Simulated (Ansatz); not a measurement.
# A computed series for hypothetical diamond Na: thickness series

Take Na in the diamond structure (space group Fd-3m, No. 227; a = 7.584 Å; a hypothetical phase, not in the database extracts checked) as the base. Axes: x, y, z lie along the cube axes.

Free-standing slabs (2 atom(s) a layer) normal to [110] with 15 Å of vacuum; in-plane cell held at bulk.

Method: Kohn–Sham DFT with the PBE functional, run in Ansatz (a program for electronic structure) with PAW and 420 eV plane waves, no SOC.

Notes on the quantities. layer's space group: with vacuum; excess energy per area of both faces: slab less bulk energy over the cell's area: twice a surface energy; uncertain by up to 0.06 J/m².

| variant | layer's space group | excess energy per area of both faces | band gap | shortest interatomic distance | thickness between the outermost nuclei |
|---|---|---|---|---|---|
| base | – | – | zero | 3.284 Å | – |
| 1 layer | Pmma (No. 51) | – | zero | 3.382 Å | – |
| 2 layers | Pmna (No. 53) | 0.15 J/m² | 0.09 eV | 3.432 Å | 3.08 Å |
| 3 layers | Pmma (No. 51) | 0.14 J/m² | zero | 3.454 Å | 6.32 Å |
| 4 layers | Pmna (No. 53) | 0.14 J/m² | zero | 3.431 Å | 9.57 Å |
| 5 layers | Pmma (No. 51) | 0.13 J/m² | zero | 3.437 Å | 12.83 Å |
| 6 layers | Pmna (No. 53) | 0.12 J/m² | zero | 3.440 Å | 16.09 Å |
| 7 layers | Pmma (No. 51) | 0.11 J/m² | zero | 3.439 Å | 19.34 Å |

The excess energy carries the mismatch between the slab's and the bulk's meshes. No phonon test of stability was made.
